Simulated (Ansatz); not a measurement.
P on the Sb site (P_Sb) (zinc-blende GaSb host)

Method: PBE, PAW (plane waves to 420 eV; Ansatz, a program for electronic structure). Details: 64-site cell; 2×2×2 shifted k-points; start: the Sb site; no spin–orbit coupling; the functional closes the host's gap; not converged in cell size.

Neighbours after relaxation, in Å: of the P atom: Ga 2.48, Ga 2.48, Ga 2.48, Ga 2.48.

Formation energies E_f are those of the neutral cell. Chemical conditions: Ga-rich (Δμ(Sb) = -0.32 eV, Δμ(P) = -0.86 eV, bounded by zinc-blende GaP; only phases computed here count, gases as isolated molecules at 0 K); Sb-rich (Δμ(Sb) = 0.00 eV, Δμ(P) = -0.54 eV, bounded by zinc-blende GaP; only phases computed here count, gases as isolated molecules at 0 K). Reference phases: P: black phosphorus, Sb: rhombohedral Sb.

| charge | moment (μB) | largest move off a lattice site (Å) | E_f, Ga-rich (eV) | E_f, Sb-rich (eV) |
|---|---|---|---|---|
| 0 | not spin-polarised | 0.21 | 0.41 | 0.41 |
